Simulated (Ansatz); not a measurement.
## SrZrO3, response to strain

Start from SrZrO3 (space group Imma, No. 74; a = 5.7955 Å, b = 8.1350 Å, c = 5.8136 Å; a cell from a computed database, its experimental status unchecked). Axes: x, y, z lie along a, b, c of the conventional cell.

Strains are applied to the cell and any free atomic positions relax; under biaxial strain the out-of-plane vector relaxes too.

Method: PBEsol (Ansatz, a first-principles code), without spin-orbit coupling.

Notes on the quantities. energy relative to the base: free energy F; pressure: mean of the normal stresses, compression positive.

```csv
change,energy relative to the base,band gap,pressure,gap character,volume per atom
base,0 meV/atom,3.59 eV,0.00 GPa,"indirect, X → Γ",13.70 Å³
"biaxial strain −4.30 %, plane normal [001], relaxed out of plane",+48 meV/atom,3.38 eV,9.27 GPa,direct at Γ,12.91 Å³
"biaxial strain +1.41 %, plane normal [001], relaxed out of plane",+4.6 meV/atom,3.55 eV,-2.50 GPa,"indirect, X → Γ",13.96 Å³
uniaxial strain ε_zz = −4.48 %,+29 meV/atom,3.68 eV,9.02 GPa,"indirect, X → Γ",13.09 Å³
```

A biaxial case was relaxed in a doubled cell and then solved in the primitive one. Stability against distortions was not tested.
